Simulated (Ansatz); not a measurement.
# Response to strain in SnS

Start from SnS in the GeS type structure (space group Pnma, No. 62; a = 11.1550 Å, b = 3.9998 Å, c = 4.2614 Å). Axes: x, y, z lie along a, b, c of the conventional cell.

Strains are applied to the cell and any free atomic positions relax; under biaxial strain the out-of-plane vector relaxes too; under stress the whole cell relaxes.

Method: PBE-D3(BJ)/PAW in Ansatz (a program for electronic structure), without spin-orbit coupling.

| change | volume per atom | gap character | band gap | smallest direct gap |
|---|---|---|---|---|
| base | 23.77 Å³ | indirect, Γ–Z (83 % along) → Y–Γ (33 % along) | 0.70 eV | 0.85 eV |
| biaxial strain +2.20 %, plane normal [001], relaxed out of plane | 24.17 Å³ | indirect, Γ–Z (83 % along) → Γ | 0.67 eV | 0.87 eV |
| isotropic strain +1.09 % | 24.55 Å³ | indirect, Γ–Z (83 % along) → Y–Γ (33 % along) | 0.87 eV | 0.95 eV |
| uniaxial stress, 2 GPa tension along x | 24.41 Å³ | indirect, Γ–Z (83 % along) → Γ | 0.37 eV | 0.87 eV |

Beyond what the load breaks, stability against distortions was not tested.
